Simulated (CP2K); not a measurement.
A self-consistent single point of Yb (Fm-3m, 1 atom in the cell) with CP2K.

Method of the run: PBE, GPW, DZVP-MOLOPT-SR-GTH basis, GTH-PBE potentials (GTH_POTENTIALS) in CP2K 2026.2.

The change in words: lattice scaled by 0.98. Reference geometry:
```
Yb
1.0
    3.89173     0.00000     0.00000
    1.94587     3.37034     0.00000
    1.94587     1.12345     3.17759
Yb
1
Direct
  0.00000   0.00000   0.00000
```

Reference input (self-consistent single point, DFT PBE, GPW, DZVP-MOLOPT-SR-GTH basis, GTH-PBE potentials (GTH_POTENTIALS)): CUTOFF = 800 Ry; REL_CUTOFF = 40 Ry; SMEAR/METHOD = FERMI_DIRAC; ELECTRONIC_TEMPERATURE = 1160.45 K; KPOINTS/SCHEME = MONKHORST-PACK 7 7 7; XC_FUNCTIONAL = PBE; Yb/BASIS_SET = DZVP-MOLOPT-SR-GTH-q24; Yb/POTENTIAL = GTH-PBE-q24; METHOD = GPW; EPS_DEFAULT = 1e-11; NGRIDS = 5; SCF_GUESS = ATOMIC. This run's input differs from it in these lines:

```diff
@@ -63,5 +63,5 @@
     &CELL
-      A 3.89173300 0.00000000 0.00000000
-      B 1.94586700 3.37034000 0.00000000
-      C 1.94586700 1.12344700 3.17758700
+      A 3.81389900 0.00000000 0.00000000
+      B 1.90695000 3.30293400 0.00000000
+      C 1.90695000 1.10097800 3.11403600
       PERIODIC XYZ
```

Output, abridged:

```
 SCF WAVEFUNCTION OPTIMIZATION

  Step     Update method      Time    Convergence         Total energy    Change
     1 NoMix/Diag. 0.20E+00      -     1.08862419      -233.9788170180 -2.34E+02
     2 Broy./Diag. 0.20E+00      -     0.30589717      -245.8459228871 -1.19E+01
     3 Broy./Diag. 0.20E+00      -     0.03190310      -230.3468242696  1.55E+01
     4 Broy./Diag. 0.20E+00      -     0.19190585      -231.8523615380 -1.51E+00
     5 Broy./Diag. 0.20E+00      -     0.05778910      -241.0736058630 -9.22E+00
     6 Broy./Diag. 0.20E+00      -     0.01268090      -237.3244546536  3.75E+00
   [... 13 lines left out ...]
    20 Broy./Diag. 0.20E+00      -     0.00000107      -233.8790182741 -7.05E-05
    21 Broy./Diag. 0.20E+00      -     0.00000058      -233.8789649179  5.34E-05
    22 Broy./Diag. 0.20E+00      -     0.00000027      -233.8789877765 -2.29E-05
    23 Broy./Diag. 0.20E+00      -     0.00000003      -233.8789724021  1.54E-05
  *** SCF run converged in    23 steps ***

  Overlap energy of the core charge distribution:               0.00000000000000
  Self energy of the core charge distribution:               -326.22077929861047
  Core Hamiltonian energy:                                     96.62695245687949
  Hartree energy:                                              17.09872982482882
  Exchange-correlation energy:                                -21.38013865322258
  Electronic entropic energy:                                  -0.00373673445470
  Fermi energy:                                                 0.20651349809161

  Total energy:                                              -233.87897240210609
  Total energy (extrapolated to T->0):                       -233.87710403487873

   [... lines left out ...]

 STRESS| Analytical stress tensor [bar]
 STRESS|                        x                   y                   z
 STRESS|      x       -2.27694639948E+04   1.13138539557E+01   8.00010147458E+00
 STRESS|      y        1.13138539557E+01  -2.27825918681E+04   4.63660134460E+00
 STRESS|      z        8.00010147458E+00   4.63660134460E+00  -2.27858673542E+04
 STRESS| 1/3 Trace                                            -2.27793077390E+04
```

The run converged in 23 iterations. Against the reference run the free energy falls by 40.6 meV/atom and the pressure goes from -3.00 to -2.28 GPa.

The starting cell comes from a database of computed structures (which also holds hypothetical and non-ambient phases and stackings), without a prior relaxation at this level. Its lattice was rescaled by a random factor within 2.5 % of one. For this run, on top of that: lattice scaled by 0.98. Spin polarisation is off. Values carry the incompleteness of an atom-centred basis.

Cost on one core of a shared machine: roughly 9 min.
